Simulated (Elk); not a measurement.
## A self-consistent single point of YS (Fm-3m, 2 atoms in the cell) with Elk

Computed with LDA (PW92), all-electron FP-LAPW, Elk's shipped species files, APW+lo basis with extra local orbitals (Elk 10.2.4).

Input:

```
tasks
  0

xctype
  3

tforce
  .true.

rgkmax
  8.0

gmaxvr
  18.0

lmaxapw
  10

lmaxo
  8

nxlo
  2

lorbcnd
  .true.

lradstp
  2

nrmtscf
  2.0

lmaxi
  4

stype
  1

swidth
  0.00999582

avec
    0.0000000000    5.2203589706    5.2203589706
    5.2203589706    0.0000000000    5.2203589706
    5.2203589706    5.2203589706    0.0000000000

atoms
  2   : nspecies
  'Y.in'   : spfname
  1   : natoms; atposl, bfcmt below
  0.5000000000  0.5000000000  0.5000000000    0.0 0.0 0.0
  'S.in'   : spfname
  1   : natoms; atposl, bfcmt below
  0.0000000000  0.0000000000  0.0000000000    0.0 0.0 0.0

ngridk
  11 11 11
```

The program printed (abridged):

```
│ Elk code version 10.2.4 │

All units are atomic (Hartree, Bohr, etc.)

│ Ground-state run starting from atomic densities │

Lattice vectors :
   0.000000000       5.220358971       5.220358971
   5.220358971       0.000000000       5.220358971
   5.220358971       5.220358971       0.000000000

Unit cell volume      :    284.5319883
Brillouin zone volume :   0.8717832218

Muffin-tin inner radius fraction :   0.1000000000E-01

Nuclei treated as point charges

Species :    1 (Y)
 parameters loaded from : Y.in
 name : yttrium
 nuclear charge    :   -39.00000000
 electronic charge :    39.00000000
 atomic mass :    162065.4502
 muffin-tin radius :    2.600000000
 number of radial points in muffin-tin :   1199
 atomic positions (lattice), magnetic fields (Cartesian) :
   1 :   0.00000000  0.00000000  0.00000000    0.00000000  0.00000000  0.00000000

Species :    2 (S)
 parameters loaded from : S.in
 name : sulphur
 nuclear charge    :   -16.00000000
 electronic charge :    16.00000000
 atomic mass :    58450.91926
 muffin-tin radius :    2.200000000
 number of radial points in muffin-tin :    799
 atomic positions (lattice), magnetic fields (Cartesian) :
   1 :   0.50000000  0.50000000  0.50000000    0.00000000  0.00000000  0.00000000

Total number of atoms per unit cell :    2

Spin treatment :
 spin-unpolarised

Number of Bravais lattice symmetries :   48
Number of crystal symmetries         :   48
Crystal has inversion symmetry
Real symmetric eigensolver will be used

k-point grid :     11    11    11
k-point offset :    0.000000000       0.000000000       0.000000000
k-point set is reduced with full crystal symmetry group
Total number of k-points :       56

Muffin-tin radius times maximum |G+k| :    8.000000000
 using average radius
Maximum |G+k| for APW functions       :    3.333333333
Maximum (1/2)|G+k|²                   :    5.555555556
Maximum |G| for potential and density :    18.00000000
 potential will be trimmed for |G| > 2 gkmax
Constant for pseudocharge density :   12
Radial integration step length :    2

G-vector grid sizes :     45    45    45
Number of G-vectors :    27941

Maximum angular momentum used for
 APW functions                      :   10
 outer part of muffin-tin           :    8
 inner part of muffin-tin           :    4

Total nuclear charge    :   -55.00000000
Total core charge       :    38.00000000
Total valence charge    :    17.00000000
Total excess charge     :    0.000000000
Total electronic charge :    55.00000000

Effective Wigner radius, rₛ :    1.072901700

Number of empty states         :    8
Total number of valence states :   17
Total number of core states    :   38

Conduction state local-orbitals added automatically
Total number of local-orbitals :  208

Exchange-correlation functional :      3     0     0
 Perdew-Wang/Ceperley-Alder, Phys. Rev. B 45, 13244 (1992)
 gradient requirement :    0
 local density approximation (LDA)

Smearing type :    1
 Methfessel-Paxton order 1, Phys. Rev. B 40, 3616 (1989)
Smearing width :   0.9995820000E-02
Effective electronic temperature (K) :    3156.430308

Mixing type :    3
 Broyden mixing, J. Phys. A: Math. Gen. 17, L317 (1984)

Kohn-Sham potential initialised from atomic data

│ Self-consistent loop started │
│ Loop number : 1 │
 total energy                :     -3785.99362536
│ Loop number : 2 │
 total energy                :     -3785.96011454
RMS change in Kohn-Sham potential (target) :   0.8828906263E-01 (  0.1000000000E-05)
Absolute change in total energy (target)   :   0.3351082242E-01 (  0.1000000000E-03)
│ Loop number : 3 │
 total energy                :     -3785.66835713
RMS change in Kohn-Sham potential (target) :   0.8235475189E-01 (  0.1000000000E-05)
Absolute change in total energy (target)   :   0.3001351155     (  0.1000000000E-03)
│ Loop number : 4 │
 total energy                :     -3784.14129067
RMS change in Kohn-Sham potential (target) :   0.6006512804E-01 (  0.1000000000E-05)
Absolute change in total energy (target)   :    1.602100237     (  0.1000000000E-03)
│ Loop number : 5 │
 total energy                :     -3781.74599572
RMS change in Kohn-Sham potential (target) :   0.2486508577E-01 (  0.1000000000E-05)
Absolute change in total energy (target)   :    2.795820011     (  0.1000000000E-03)
│ Loop number : 6 │
 total energy                :     -3780.55868690
RMS change in Kohn-Sham potential (target) :   0.7291562841E-02 (  0.1000000000E-05)
Absolute change in total energy (target)   :    1.886263820     (  0.1000000000E-03)
│ Loop number : 7 │
 total energy                :     -3780.09276504
RMS change in Kohn-Sham potential (target) :   0.2899727101E-03 (  0.1000000000E-05)
Absolute change in total energy (target)   :   0.9374878117     (  0.1000000000E-03)
│ Loop number : 8 │
 total energy                :     -3780.08605976
RMS change in Kohn-Sham potential (target) :   0.2067520950E-03 (  0.1000000000E-05)
Absolute change in total energy (target)   :   0.2410772337     (  0.1000000000E-03)
│ Loop number : 9 │
 total energy                :     -3780.08694668
RMS change in Kohn-Sham potential (target) :   0.7880567258E-04 (  0.1000000000E-05)
Absolute change in total energy (target)   :   0.5938238798E-01 (  0.1000000000E-03)
│ Loop number : 10 │
 total energy                :     -3780.09563846
RMS change in Kohn-Sham potential (target) :   0.4799326421E-05 (  0.1000000000E-05)
Absolute change in total energy (target)   :   0.6153822236E-02 (  0.1000000000E-03)
│ Loop number : 11 │
 total energy                :     -3780.09600424
RMS change in Kohn-Sham potential (target) :   0.1062452531E-05 (  0.1000000000E-05)
Absolute change in total energy (target)   :   0.1172673438E-02 (  0.1000000000E-03)
│ Loop number : 12 │
 total energy                :     -3780.09605899
RMS change in Kohn-Sham potential (target) :   0.5786905682E-06 (  0.1000000000E-05)
Absolute change in total energy (target)   :   0.2384238783E-03 (  0.1000000000E-03)
│ Loop number : 13 │
 total energy                :     -3780.09606967
RMS change in Kohn-Sham potential (target) :   0.9428324251E-07 (  0.1000000000E-05)
Absolute change in total energy (target)   :   0.4891956860E-04 (  0.1000000000E-03)
Convergence targets achieved

│ Loop number : 14 │

Energies :
 Fermi                       :     0.347933207298
 sum of eigenvalues          :     -2216.98719203
 electron kinetic            :      3887.11771553
 core electron kinetic       :      3815.69283027
 Coulomb                     :     -7536.81788910
 Coulomb potential           :     -5931.37873069
 nuclear-nuclear             :     -381.653179411
 electron-nuclear            :     -8378.95068868
 Hartree                     :      1223.78597900
 Madelung                    :     -4571.12852375
 xc potential                :     -172.726176881
 exchange                    :     -125.563158093
 correlation                 :     -4.83273077441
 total energy                :     -3780.09606243

Density of states at Fermi energy :    28.62335165
 (states/Hartree/unit cell)

Estimated indirect band gap :   0.2828246443E-02
 from k-point     16 to k-point     16
Estimated direct band gap   :   0.2828246443E-02
 at k-point     16

Charges :
 core                        :    38.00000000
 valence                     :    17.00000000
 interstitial                :    3.479244856
 muffin-tins (core leakage)
  species :    1 (Y)
   atom    1                 :    36.89491301     (  0.9095304492E-05)
  species :    2 (S)
   atom    1                 :    14.62584214     (  0.7266914152E-04)
 total in muffin-tins        :    51.52075514
 total calculated charge     :    54.99983581
 total charge                :    55.00000000
 error                       :   0.1641876588E-03

│ Self-consistent loop stopped │

Forces :
 species :    1 (Y)
  atom :    1
   Hellmann-Feynman          :    -0.00000000    0.00000000   -0.00000000
   IBS                       :     0.00000000   -0.00000000    0.00000000
   total force               :     0.00000000    0.00000000    0.00000000
   total magnitude           :     0.00000000
 species :    2 (S)
  atom :    1
   Hellmann-Feynman          :    -0.00000000    0.00000000   -0.00000000
   IBS                       :     0.00000000   -0.00000000    0.00000000
   total force               :    -0.00000000   -0.00000000   -0.00000000
   total magnitude           :     0.00000000
```

The run converged in 14 iterations. The count includes the last loop, which Elk runs after its targets are met.

The starting cell comes from a database of computed structures (which also holds hypothetical and non-ambient phases and stackings), without a prior relaxation at this level. Values depend on the basis (sphere radii, cutoffs, local orbitals), which need not be converged. The log's line on a gap gives a spacing of levels on this mesh, which the program prints for metals too.

Cost on one core of a shared machine: roughly 80 s.
